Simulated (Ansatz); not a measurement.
Defect: interstitial Na in corundum, charge state +1. Method: PBE, PAW (plane waves to 420 eV; Ansatz, a first-principles code).

120-site cell at the relaxed PBE lattice, the Γ point alone, smearing 0.01 eV, spin-restricted, no finite-size correction. No zero-point or tunnelling terms. The charge state is imposed; whether it is stable for some Fermi level was not computed. Sites that were not tried may lie lower.

Barriers: single points on a 2×2×2 k-point mesh shifted by half a step along c at the bands' geometries.

Relaxed starting cell (atoms counted from 1):

```
CELL_PARAMETERS angstrom
      9.61750     0.00000     0.00000
     -4.80875     8.32900     0.00000
      0.00000     0.00000    13.12510
ATOMIC_POSITIONS crystal
  Al 0.99980 0.99966 0.32987
  Al 0.00008 0.50100 0.35174
  Al 0.50085 0.99938 0.35174
  Al 0.49847 0.49861 0.35174
  Al 0.33491 0.16725 0.18420
  Al 0.33313 0.66632 0.18574
  Al 0.83222 0.16719 0.18420
  Al 0.83227 0.66455 0.18420
  Al 0.16574 0.33443 0.31384
  Al 0.16863 0.83372 0.31384
  Al 0.66647 0.33299 0.31407
  Al 0.66503 0.83082 0.31384
  Al 0.33869 0.16805 0.48017
  Al 0.33314 0.66634 0.48104
  Al 0.83142 0.17018 0.48016
  Al 0.82929 0.66076 0.48017
  O  0.34769 0.00013 0.24916
  O  0.34665 0.49980 0.25079
  O  0.84393 0.99695 0.24482
  O  0.84676 0.50041 0.25055
  O  0.15295 0.15552 0.24481
  O  0.15309 0.65282 0.25078
  O  0.65358 0.15270 0.25054
  O  0.65239 0.65177 0.24916
  O  0.31763 0.33151 0.41766
  O  0.31975 0.83320 0.41713
  O  0.81999 0.33541 0.41671
  O  0.82004 0.82957 0.41069
  O  0.16625 0.48607 0.41714
  O  0.16988 0.98998 0.41069
  O  0.66405 0.48410 0.41671
  O  0.66795 0.98564 0.41766
  O  0.00946 0.17940 0.41068
  O  0.01381 0.68182 0.41765
  O  0.51536 0.17946 0.41671
  O  0.51340 0.67971 0.41714
  O  0.99933 0.34709 0.24917
  O  0.00251 0.84652 0.24481
  O  0.49906 0.34588 0.25055
  O  0.49967 0.84638 0.25078
  Al 0.33457 0.16850 0.68659
  Al 0.33314 0.66634 0.68636
  Al 0.83097 0.16560 0.68659
  Al 0.83387 0.66489 0.68659
  Al 0.17032 0.33859 0.52027
  Al 0.16819 0.82915 0.52026
  Al 0.66648 0.33301 0.51941
  Al 0.66090 0.83127 0.52027
  Al 0.99981 0.99966 0.67054
  Al 0.99953 0.49833 0.64869
  Al 0.49875 0.99995 0.64868
  Al 0.50114 0.50071 0.64869
  Al 0.16733 0.33478 0.81619
  Al 0.16739 0.83213 0.81619
  Al 0.66647 0.33299 0.81465
  Al 0.66468 0.83208 0.81619
  O  0.17957 0.16976 0.58974
  O  0.17962 0.66392 0.58370
  O  0.67986 0.16612 0.58329
  O  0.68198 0.66783 0.58277
  O  0.48621 0.31961 0.58329
  O  0.48425 0.81985 0.58371
  O  0.98579 0.31749 0.58276
  O  0.99015 0.81991 0.58974
  O  0.15568 0.00238 0.75561
  O  0.15284 0.49893 0.74986
  O  0.65191 0.99919 0.75125
  O  0.65296 0.49953 0.74963
  O  0.99709 0.15281 0.75560
  O  0.00028 0.65225 0.75125
  O  0.49993 0.15295 0.74963
  O  0.50055 0.65344 0.74987
  O  0.34722 0.34756 0.75125
  O  0.34603 0.84662 0.74987
  O  0.84652 0.34652 0.74963
  O  0.84665 0.84379 0.75561
  O  0.33164 0.01367 0.58276
  O  0.33555 0.51522 0.58371
  O  0.82970 0.00931 0.58974
  O  0.83335 0.51326 0.58329
  Al 0.16818 0.33513 0.01939
  Al 0.16690 0.83128 0.01940
  Al 0.66647 0.33300 0.01870
  Al 0.66433 0.83256 0.01939
  Al 0.99980 0.99966 0.86296
  Al 0.99979 0.49976 0.85270
  Al 0.49991 0.99966 0.85269
  Al 0.49970 0.49955 0.85270
  Al 0.33528 0.16675 0.98099
  Al 0.33313 0.66633 0.98169
  Al 0.83270 0.16804 0.98099
  Al 0.83142 0.66419 0.98098
  Al 0.99981 0.99967 0.13745
  Al 0.99981 0.49956 0.14771
  Al 0.49968 0.99965 0.14770
  Al 0.49991 0.49978 0.14771
  O  0.01386 0.33431 0.91716
  O  0.01364 0.83181 0.91903
  O  0.51377 0.33301 0.91643
  O  0.51277 0.83261 0.91707
  O  0.31980 0.48670 0.91707
  O  0.32040 0.98560 0.91717
  O  0.81918 0.48568 0.91644
  O  0.81811 0.98581 0.91903
  O  0.48684 0.16671 0.08333
  O  0.48583 0.66631 0.08398
  O  0.98596 0.16751 0.08139
  O  0.98574 0.66501 0.08324
  O  0.33446 0.32026 0.08325
  O  0.33316 0.81904 0.08397
  O  0.83276 0.31965 0.08333
  O  0.83196 0.81798 0.08139
  O  0.18149 0.01350 0.08137
  O  0.18042 0.51363 0.08398
  O  0.67920 0.01372 0.08324
  O  0.67981 0.51263 0.08334
  O  0.16765 0.18135 0.91903
  O  0.16684 0.67966 0.91707
  O  0.66644 0.18028 0.91643
  O  0.66514 0.67906 0.91717
  Na 0.99980 0.99967 0.50022
```
Cell charge +1.

End state 1 differs by these moves (Å; atoms that move under 0.08 Å are left out):

| atom | element | Δx | Δy | Δz |
|---|---|---|---|---|
| 1 | Al | 0.07 | -0.04 | 0.30 |
| 3 | Al | -0.08 | -0.03 | 0.02 |
| 7 | Al | 0.02 | -0.01 | -0.35 |
| 9 | Al | 0.09 | -0.02 | 0.02 |
| 15 | Al | 0.04 | -0.03 | -1.86 |
| 19 | O | -0.09 | 0.10 | 0.07 |
| 23 | O | 0.12 | 0.06 | -0.01 |
| 27 | O | 0.04 | -0.02 | -0.15 |
| 28 | O | -0.03 | 0.05 | 0.08 |
| 32 | O | -0.03 | 0.03 | -0.16 |
| 33 | O | 0.03 | -0.02 | -0.07 |
| 37 | O | -0.01 | -0.14 | 0.01 |
| 38 | O | -0.04 | 0.02 | 0.07 |
| 48 | Al | 0.08 | 0.03 | 0.06 |
| 49 | Al | 0.00 | -0.03 | -0.26 |
| 57 | O | -0.01 | -0.05 | -0.10 |
| 59 | O | -0.13 | 0.07 | 0.22 |
| 63 | O | 0.12 | 0.10 | 0.23 |
| 64 | O | -0.03 | -0.02 | -0.08 |
| 66 | O | 0.02 | 0.07 | 0.07 |
| 71 | O | -0.06 | -0.01 | 0.07 |
| 79 | O | 0.02 | -0.12 | 0.14 |
| 85 | Al | 0.02 | 0.00 | -0.14 |
| 91 | Al | 0.01 | -0.01 | -0.19 |
| 93 | Al | 0.05 | 0.02 | 0.10 |
| 111 | O | 0.02 | 0.03 | -0.07 |
| 121 | Na | -2.40 | 1.39 | 0.09 |

Question: Give the forward and backward barriers to end state 1 at the level PBE, PAW.

Answer: forward 2.40 eV, backward 1.61 eV; at the saddle point atom 121 has neighbours Al at 2.42; O at 1.87, O at 1.88, O at 2.24, O at 2.26, O at 2.34 Å. The saddle point's order was not checked.

End state 2 differs by these moves (Å; atoms that move under 0.08 Å are left out):

```tsv
atom	element	Δx	Δy	Δz
1	Al	0.05	-0.01	0.32
7	Al	0.01	-0.01	-0.27
15	Al	0.04	-0.03	0.32
21	O	0.00	-0.03	0.09
23	O	-0.02	0.03	-0.08
27	O	0.03	0.01	0.09
28	O	-0.03	0.04	0.08
30	O	0.01	-0.03	0.09
32	O	-0.05	0.01	0.08
33	O	0.05	-0.03	0.17
38	O	-0.03	0.00	0.08
43	Al	0.02	0.01	0.13
49	Al	0.01	-0.01	-0.27
59	O	-0.01	0.02	0.08
63	O	0.02	0.02	0.09
64	O	-0.04	0.00	-0.08
85	Al	0.02	0.00	-0.13
91	Al	0.01	-0.01	-0.13
93	Al	0.00	-0.02	0.13
121	Na	-2.40	1.39	-2.18
```

Question: Predict the forward and backward barriers to end state 2 from PBE, PAW.

Answer: forward 4.36 eV, backward 4.36 eV; at the saddle point atom 121 has neighbours Al at 2.13, Al at 2.18; O at 1.83, 2 O at 1.91, O at 2.12, O at 2.27 Å. The saddle point's order was not checked.
